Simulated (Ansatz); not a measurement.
Data:

End structure of a constructed model of the (100) surface of rock-salt TiC, top plane replaced by AlO (bottom of the slab: a bare face, its two planes held):

```
CELL_PARAMETERS angstrom
      3.06391     0.00000     0.00000
      0.00000     3.06391     0.00000
      0.00000     0.00000    27.00000
ATOMIC_POSITIONS crystal
  C  0.00000 0.00000 0.30484
  Ti 0.50000 0.50000 0.30484
  C  0.50000 0.50000 0.38508
  Ti 0.00000 0.00000 0.38508
  C  0.00000 0.00000 0.46506
  Ti 0.50000 0.50000 0.46479
  C  0.50000 0.50000 0.54598
  Ti 0.00000 0.00000 0.54394
  C  0.00000 0.00000 0.62829
  Ti 0.50000 0.50000 0.62173
  O  0.50000 0.50000 0.71184
  Al 0.00000 0.00000 0.70141
```

Set-up: 12 atoms, 10.5 Å thick at the start with caps and adatoms (thin: gaps and levels are the slab's own); mesh 12x12x1; 0.1 eV smearing; dipole correction on; 4 atoms held, the rest relaxed; held to the start's symmetry, so lower structures may exist; no spin, no spin-orbit, no U. It is one candidate, not shown to be the stable structure of the face.

**Question.** Give the work function of the top face at the level PBE run with Ansatz (an electronic-structure program).

**Answer.** 3.36 eV
